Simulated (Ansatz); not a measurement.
How far a parabola holds: energy against volume of CsCl-type CoAl

System: CsCl-type CoAl. Method: r²SCAN in Ansatz (plane waves, PAW). Run with plane-wave cutoff 560 eV, 20×20×20 k mesh, Fermi–Dirac smearing 0.05 eV, no spin polarisation, scalar-relativistic PAW data made under PBE. The cell has no free parameter but its volume, all volumes share cutoff and mesh, and the runs aren't spin-polarised. Energies are free energies at the run's smearing, counted from the lowest row; static lattice.

```csv
V (Å³/atom),E (meV/atom)
10.801,11.96
11.027,2.89
11.252,0.00
11.477,2.69
11.702,10.40
11.927,?
```

### Question
Using a parabola, estimate the missing E at V = 11.927 from the other rows, showing the fit.

### Answer
With u = V - 11.25, the rows have u = -0.44900, -0.22300, 0.00200, 0.22700, 0.45200. Least squares gives E = 0.004 - 1.651·u + 55.083·u². Residuals (row less fit): 0.110, -0.221, -0.001, 0.222, -0.111; standard error 0.248 (degrees of freedom: 2). The fitted curve has its minimum at V = 11.3, where E = -0.01. Its curvature is d²E/dV² = 2 × 55.083 meV/Å⁶, so B = V0·d²E/dV² × 0.1602 = 199 GPa. At the withheld row, u = 0.67700, so E = 0.004 - 1.651 × 0.67700 + 55.083 × 0.67700² = 24.132 meV/atom. The calculation gives 22.64 meV/atom, 1.492 meV/atom below the prediction (6.6 % of the range of E in the table). The row lies outside the fitted rows, so this is an extrapolation. From the scatter of the fitted rows alone, a prediction at this place has a standard error of 0.586 meV/atom, so the miss is 2.5 times that.

The residuals are curvature that a parabola lacks, not noise. A solid that stiffens under compression and softens on expansion lies above the parabola at the compressed end and under it at the expanded end, as this row does. A third-order Birch-Murnaghan fit to the whole scan has B0 = 198 GPa. Only scans are tabulated whose curvature falls smoothly with volume, and where the parabola meets the shown rows within 5 % of their range and misses the end by 0.1 meV or more.

Measured, for comparison: bulk modulus 162 GPa (room temperature, no zero-point or thermal correction; as tabulated in Yamada et al. (2019), arXiv:1910.09660). Computed less measured: bulk modulus +22 %.

Ansatz is a first-principles code.
